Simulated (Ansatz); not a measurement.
## The (21-33) surface of hcp Ru in its 1x1 cell, outermost plane spacing 0.13 Å in the ideal cut

Calculation: r2SCAN, at the PBE geometry (plane waves to 500 eV, PAW; Ansatz, a quantum-chemistry and plane-wave program).

Slab: 28 atoms, 10.0 Å thick at the start (thin: gaps and levels are the slab's own); k 8x6x1, smearing 0.1 eV, dipole-corrected; single point; on the structure that PBE left under its start's symmetry; no spin, no spin-orbit, no U.

| Item | Result |
|---|---|
| surface energy (mean of both faces) | 3.40 J/m² |
| work function of the top face | 4.68 eV |
| cost | roughly 9 core-minutes |
